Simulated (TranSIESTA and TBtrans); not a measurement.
Run with TranSIESTA and TBtrans (open boundaries, self-consistent; PseudoDojo norm-conserving potentials, scalar-relativistic): PAO.BasisSize DZP, PAO.EnergyShift 0.15 eV, XC.Authors PBE, Mesh.Cutoff 200 Ry, ElectronicTemperature 300 K, TS.Voltage 0.0 eV, TBT.Elecs.Eta 0.001 eV, no spin polarisation.

Device: Ga chain with one S atom inserted. Leads: straight Ga chain, spacing 2.55 Å. Geometry: 3 atoms about the centre moved by SIESTA (PBE, DZP) to a largest force of 0.01 eV/Å, all others as built, motion along the axis alone.

### Question
Predict: conductance at 300 K (G0 = 2e²/h); thermopower (μV/K); mean T from −0.5 to 0.5 eV.

### Answer
conductance at 300 K (G0 = 2e²/h): 1.67; thermopower (μV/K): -5.1; mean T from −0.5 to 0.5 eV: 1.37. The straight chain is held at its spacing; free chains may zigzag or dimerise. No spin-polarised start was tried, so a magnetic state, if there is one, is missed.
